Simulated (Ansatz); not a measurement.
**Ag3Pt: response to strain**

The reference is Ag₃Pt in the Cu3Au type structure (space group Pm-3m, No. 221; a = 4.009 Å; relaxed with 0.1 eV smearing). Axes: x, y, z lie along the cube axes.

Strains are applied to the cell and any free atomic positions relax; under biaxial strain the out-of-plane vector relaxes too.

Method: Ansatz (a quantum-chemistry and plane-wave program), PBEsol, PAW, cutoff 420 eV, spin-orbit coupling left out.

Notes on the quantities. pressure: mean of the normal stresses, compression positive; energy relative to the base: free energy F.

```tsv
change	volume per atom	pressure	energy relative to the base
base	16.11 Å³	0.0 GPa	0 meV/atom
biaxial strain −3.51 %, plane normal [110], relaxed out of plane	15.69 Å³	5.2 GPa	+28 meV/atom
isotropic strain +3.87 %	18.05 Å³	-12.6 GPa	+87 meV/atom
tensor shear ε_xy = −0.52 %	16.11 Å³	0.0 GPa	+0.3 meV/atom
```

Whether these cells are dynamically stable was not tested. All final runs are without spin polarisation.
